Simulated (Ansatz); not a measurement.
Results of PBEsol+SOC (Ansatz, a quantum-chemistry and plane-wave program, PAW) for C11b WSi₂.

The input as run:

Ansatz 0.2 input:
```yaml
crystal:
  lattice:
    - [-1.6117353927, 1.6117353927, 3.9326938933]
    - [1.6117353927, -1.6117353927, 3.9326938933]
    - [1.6117353927, 1.6117353927, -3.9326938933]
  atoms:
    - { symbol: Si, position: [0.6655518057, 0.6655518057, 0.0] }
    - { symbol: Si, position: [0.3344481943, 0.3344481943, 0.0] }
    - { symbol: W, position: [0.0, 0.0, 0.0] }
basis:
  ecutwfc: 520
  ecutrho_ratio: 4
  xc_grid: 2
kpoints:
  mp_grid: { grid: [24, 24, 24] }
hamiltonian:
  xc: pbesol
  dispersion: none
  pseudopotentials: { kind: paw }
scf:
  occupations: { method: fermi_dirac, width: 0.05 }
output:
  forces: true
  stress: true
  eigenvalues: true
magnetization:
  noncollinear: true
  spin_orbit: true
relax:
  f_tol: 0.004
  escape_saddle: false
  max_steps: 80
  cell: { stress_tol: 0.02, fix: [volume] }
```

Excerpt of the program's output:

```
Relaxation: its limit of steps is 80 (relax.max_steps)
Crystal: 3 atoms, lattice volume = 40.864 Å³
Basis set: ecut = 520 eV, 1079 PW (Γ), exchange–correlation on 72×72×72 points (8 copies of the dense FFT grid, shifted against one another)
Bands: 30, of which v1, the nominal top of the filled ones, is band 22 counted from 1 (21 counted from 0)
Symmetry: 16 space group operations + 16 with time reversal
k-points: 1063 of 13824
Initial density: superposition of atomic densities (chi_scale 0.1, normalization cell, long waves kept (reshape's long-wave potential 0.00 eV rms))
Functional: x = pbesol(κ = 0.804, μ = 0.12345679012345678), c = pbesol(β = 0.046)
spin=Noncollinear: Kerker preconditioning applied to the charge; magnetization (m_x, m_y, m_z) channels mix plain (no charge-response kernel on spin).
SCF 1 converged in 7 iterations: F = -11525.002025 eV  dr2 = 2.91e-9
Crystal: 3 atoms, lattice volume = 40.864 Å³
Initial density: handed on by an earlier stage of this run
spin=Noncollinear: Kerker preconditioning applied to the charge; magnetization (m_x, m_y, m_z) channels mix plain (no charge-response kernel on spin).
SCF 2 converged in 3 iterations: F = -11525.002198 eV  dr2 = 2.02e-7
Crystal: 3 atoms, lattice volume = 40.864 Å³
spin=Noncollinear: Kerker preconditioning applied to the charge; magnetization (m_x, m_y, m_z) channels mix plain (no charge-response kernel on spin).
SCF 3 converged in 3 iterations: F = -11525.002218 eV  dr2 = 3.23e-8
Crystal: 3 atoms, lattice volume = 40.864 Å³
spin=Noncollinear: Kerker preconditioning applied to the charge; magnetization (m_x, m_y, m_z) channels mix plain (no charge-response kernel on spin).
SCF 4 converged in 4 iterations: F = -11525.002219 eV  dr2 = 2.46e-10
Crystal: 3 atoms, lattice volume = 40.864 Å³
spin=Noncollinear: Kerker preconditioning applied to the charge; magnetization (m_x, m_y, m_z) channels mix plain (no charge-response kernel on spin).
SCF 5 converged in 5 iterations: F = -11525.002219 eV  dr2 = 1.83e-12
SCF converged after 5 iterations
Free energy (F): -11525.002219 eV
Internal energy: -11525.000045 eV  (E = F + TS)
E sigma→0 (E₀):  -11525.001132 eV
Fermi energy:    16.453522 eV
--- Forces (eV/Å), atoms counted from 1 ---
  atom   1  Si    -0.00000000     0.00000000    -0.00033834
  atom   2  Si     0.00000000    -0.00000000     0.00033834
  atom   3  W      0.00000000     0.00000000    -0.00000000
--- Stress (GPa, compression-positive) ---
       -4.377111       0.000000      -0.000000
        0.000000      -4.377111       0.000000
        0.000000       0.000000      -4.380077
  P = ⅓ Tr σ = -4.3781 GPa (-43.781 kbar)
```

The cell is one volume of an energy–volume scan, off the minimum.

The PAW data were made under PBE.

Computing time: roughly 15 core-minutes.
